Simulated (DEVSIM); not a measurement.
Structure: illuminated GaAs p-on-n cell, one wavelength, at 400 K.

Layer 1 from the left is GaAs, thickness (μm) 0.630, Na (cm⁻³) 1.1e18, τn (s) 1.4e-10, τp (s) 1.8e-9, absorption coefficient (cm⁻¹) 11000. Layer 2 from the left is GaAs, thickness (μm) 0.770, Nd (cm⁻³) 1.7e17, τn (s) 4.3e-9, τp (s) 4.3e-9, absorption coefficient (cm⁻¹) 11000.

Left contact: ohmic, minority electron recombination velocity 3000 cm/s. Right contact: ohmic, minority hole recombination velocity 10000 cm/s. Voltage is applied to the left contact. Recombination: SRH at mid-gap, radiative, Auger. Light enters at the left, 3e16 photons cm⁻² s⁻¹, one pass, no reflection. Mobility is μmin + (μ − μmin)/(1 + (N/Nref)^α).

Constants are typed, rounded textbook-type inputs, not results; the design itself was drawn at random and stands for no fabricated device. Values at 300 K; Nc and Nv go as T^1.5, mobilities as T to minus their exponent, the gap by Varshni's rule with the affinity fixed.

GaAs: gap (eV) 1.424, affinity (eV) 4.07, permittivity 12.9, Nc (cm⁻³) 4.7e17, Nv (cm⁻³) 9e18, μn (cm²/Vs) 8500, μp (cm²/Vs) 400, μn,min 500, μp,min 20, Nref,n 6e16, Nref,p 1.5e17, αn 0.39, αp 0.38, T exponent of μn 2.1, T exponent of μp 2.2, B (cm³/s) 2e-10, Cn (cm⁶/s) 1e-30, Cp (cm⁶/s) 1e-30, Varshni α (eV/K) 0.000541, Varshni β (K) 204.

Model (solved in DEVSIM): 1D drift-diffusion, Boltzmann statistics, complete ionisation; no tunnelling, impact ionisation, image-force lowering or self-heating.

Problem. What does the simulation give for the fill factor, the potential step across the device at zero bias, the dark forward voltage at 100 A/cm², the open-circuit voltage?

Solution. fill factor 0.72; potential step across the device at zero bias 1.240 V; dark forward voltage at 100 A/cm² 1.068 V; open-circuit voltage 0.669 V.
